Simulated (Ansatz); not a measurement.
# Ba2TaBiO6: pressure series

Take Ba2TaBiO6 (space group C2/m, No. 12; a cell from a computed database, its experimental status unchecked) as the base.

```yaml
crystal:
  lattice:
    - [5.19364, -3.00428, 0.00000]
    - [5.19364, 3.00428, 0.00000]
    - [-3.50846, 0.00000, 4.97295]
  atoms:
    - { symbol: Ba, position: [0.24856, 0.24856, 0.24183] }
    - { symbol: Ba, position: [0.75144, 0.75144, 0.75817] }
    - { symbol: Ta, position: [0.50000, 0.50000, 0.00000] }
    - { symbol: Bi, position: [0.00000, 0.00000, 0.50000] }
    - { symbol: O, position: [0.69289, 0.22681, 0.18684] }
    - { symbol: O, position: [0.30711, 0.77319, 0.81316] }
    - { symbol: O, position: [0.77319, 0.30711, 0.81316] }
    - { symbol: O, position: [0.22681, 0.69289, 0.18684] }
    - { symbol: O, position: [0.27154, 0.27154, 0.69912] }
    - { symbol: O, position: [0.72846, 0.72846, 0.30088] }
```

Cell and atoms are relaxed at each pressure.

All numbers come from PBEsol, PAW, 420 eV (Ansatz, a quantum-chemistry and plane-wave program; scalar-relativistic without spin-orbit coupling).

```
pressure (GPa)  volume per atom (Å³/atom)
--------------  -------------------------
-2                                 15.761
-1                                 15.637
0                                  15.519
0.3                                15.484
1.5                                15.349
3                                  15.190
5                                  14.989
7.5                                     ?
10                                 14.541
```

Fit the third-order Birch–Murnaghan form P(V) = (3B₀/2)[(V₀/V)^(7/3) − (V₀/V)^(5/3)]·[1 + (3/4)(B₀′ − 4)((V₀/V)^(2/3) − 1)] (squares taken in P) to the rows shown and predict the withheld row.

Least squares on the printed values gives V₀ = 15.519 Å³/atom, B₀ = 134 GPa, B₀′ = 4.3; this predicts 14.756 Å³/atom, and the run gives 14.757 Å³/atom, in agreement.

Load acts through the strain it causes; cell and atoms are relaxed under it. Stability against distortions was not tested. Competing high-pressure phases were not computed.
